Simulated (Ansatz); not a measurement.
Start from SiGe in the CsCl type structure (space group Pm-3m, No. 221; a = 3.245 Å; a hypothetical phase, not in the database extracts checked; relaxed with 0.1 eV smearing). Axes: x, y, z lie along the cube axes.

All numbers come from PBE (Ansatz, a quantum-chemistry and plane-wave program), no spin-orbit coupling.

Strains are applied to the cell and any free atomic positions relax; under biaxial strain the out-of-plane vector relaxes too.

One change was made to it. Results:

| quantity | base | after |
|---|---|---|
| energy relative to the base (free energy F) | 0 meV/atom | +11 meV/atom |
| pressure | 0.0 GPa | -3.5 GPa |
| band gap | zero | zero |

**Question.** Which of these changes matches the shifts?
A. isotropic strain +1.79 %
B. isotropic strain −0.94 %
C. uniaxial strain ε_yy = +4.06 %
D. biaxial strain +1.20 %, plane normal [110], relaxed out of plane

**Answer.** A, isotropic strain +1.79 %. For comparison, the energy relative to the base in the other runs: biaxial strain +1.20 %, plane normal [110], relaxed out of plane gives +0.4 meV/atom; uniaxial strain ε_yy = +4.06 % gives +4.0 meV/atom; isotropic strain −0.94 % gives +3.2 meV/atom.

Whether these cells are dynamically stable was not tested. The final runs are not spin-polarised.
